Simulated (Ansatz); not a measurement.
Bond-angle distributions (per cent of the angles at each element, bins of 10°) of a relaxed model of amorphous Si24O53Ta2 at 2.65 g/cm³. Calculation: PBE, scalar-relativistic without spin-orbit coupling (plane waves to 420 eV, PAW; Ansatz, a program for electronic structure).

It comes from a melt-quench run on a machine-learned potential (CHGNet), relaxed afterwards by DFT. O atoms were pushed apart under 1.9 Å during the dynamics, to hinder bonds among them. The hot cell started wider than the set density and was brought back towards it in steps. It is the lowest in DFT energy of 2 quenches. It is a model cell: composition and starting density were chosen by hand, and all elements were melted together. No dispersion term was used. Its density started from a set value of 2.65 and ended at 2.65 g/cm³. Cooling (nominally 320 K/ps over its main leg) ran many orders faster than in experiment, which tends to leave more defects and strain. One small periodic cell is one sample of the glass; other quenches scatter about these values. The volume was held where the preparation left it, at a PBE pressure of 1.9 GPa. Stress components on the final sampling reach 3.8 GPa.

Cut-offs for bonds: Si-Si 2.60 Å, Si-O 1.90 Å, Si-Ta 2.78 Å, O-O 1.58 Å, O-Ta 2.60 Å, Ta-Ta 3.12 Å. Two cations that share two anions don't count as bonded, nor two that share one unless they lie closer than Si-Si 2.38 Å, Si-Ta 2.71 Å, Ta-Ta 3.04 Å.

```json
[
 {"angle (°)": "50-60", "at Si": "0", "at O": "0"},
 {"angle (°)": "60-70", "at Si": "0", "at O": "0"},
 {"angle (°)": "70-80", "at Si": "0", "at O": "0"},
 {"angle (°)": "80-90", "at Si": "3", "at O": "4"},
 {"angle (°)": "90-100", "at Si": "3", "at O": "4"},
 {"angle (°)": "100-110", "at Si": "49", "at O": "4"},
 {"angle (°)": "110-120", "at Si": "40", "at O": "13"},
 {"angle (°)": "120-130", "at Si": "3", "at O": "31"},
 {"angle (°)": "130-140", "at Si": "2", "at O": "16"},
 {"angle (°)": "140-150", "at Si": "0", "at O": "15"},
 {"angle (°)": "150-160", "at Si": "0", "at O": "7"},
 {"angle (°)": "160-170", "at Si": "0", "at O": "4"},
 {"angle (°)": "170-180", "at Si": "0", "at O": "4"}
]
```

They go with these counts of neighbours within the cut-offs, cation contacts included: Si mean 4.0, most often 4; O mean 2.0, most often 2.
